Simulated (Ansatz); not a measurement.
**TiAl: biaxial strain +1.50 %, plane normal [001], relaxed out of plane**

The parent structure is TiAl (space group P4/mmm, No. 123; a = 2.766 Å, c = 4.002 Å; relaxed with 0.1 eV smearing). Axes: x, y, z lie along a, b, c of the conventional cell.

Now apply this change: tensile biaxial strain of 1.50 % in the plane normal to [001], as in epitaxy on a mismatched substrate; the out-of-plane cell vector and the atoms relax.

Method: Kohn–Sham DFT with the LDA functional, run in Ansatz (a program for electronic structure) with PAW and 420 eV plane waves, spin-orbit coupling left out. Settings: 21×21×15 k-points, 0.1 eV Fermi–Dirac smearing.

| quantity | base | changed | shift |
|---|---|---|---|
| space group | P4/mmm (No. 123) | P4/mmm (No. 123) | – |
| shortest interatomic distance | 276.6 pm | 279.4 pm | +2.8 pm |
| pressure (mean of the normal stresses, compression positive) | 0.0 GPa | -1.5 GPa | -1.5 GPa |
| band gap | zero | zero | – |
| out-of-plane strain | – | -1.76 % | – |
| mean in-plane stress (compression positive) | – | -2.3 GPa | – |

Final structure (turned so that z lies along the plane normal):

```xyz
2
Lattice="2.8077 0.0000 0.0000 0.0000 2.8077 0.0000 0.0000 0.0000 3.9318" Properties=species:S:1:pos:R:3 pbc="T T T"
Ti     0.0000     0.0000     0.0000
Al     1.4038     1.4038     1.9659
```

No phonon test of stability was made. All final runs are without spin polarisation.
